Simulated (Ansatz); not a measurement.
An Ansatz (a quantum-chemistry and plane-wave program) input (DFT with r2SCAN, PAW potentials and a 500 eV plane-wave cutoff in Ansatz, without spin-orbit coupling):

Ansatz 0.2 input:
```yaml
crystal:
  lattice:
    - [0, 3.685012149, 3.685012149]
    - [3.685012149, 0, 3.685012149]
    - [3.685012149, 3.685012149, 0]
  atoms:
    - { symbol: I, position: [0.75, 0.75, 0.75] }
    - { symbol: Sb, position: [0, 0, 0] }
basis: { ecutwfc: 500, ecutrho_ratio: 4, xc_grid: 4, fft_grid_basis: typed }
kpoints: { mp_grid: { grid: [11, 11, 11] } }
hamiltonian:
  xc: r2scan
  dispersion: none
  pseudopotentials: { kind: paw }
scf: { occupations: { method: fermi_dirac, width: 0.05 }, convergence: { dr2_threshold: 0.0000000002 } }
output: { forces: true, stress: true }
checkpoint: { write: state.ck, write_every: 1000 }
```

Task: Which symmetry and how many k-points will the program report, and about how many plane waves at Γ?

Result: Space group F-43m (ITA 216) with 24 operations, k-points 56 of 1331, and 2637 plane waves at Γ.

Stability against distortions was not tested. The final runs are not spin-polarised. The cell was made from CuI by this change: Cu → Sb; the result is a hypothetical phase, not in the database extracts checked.
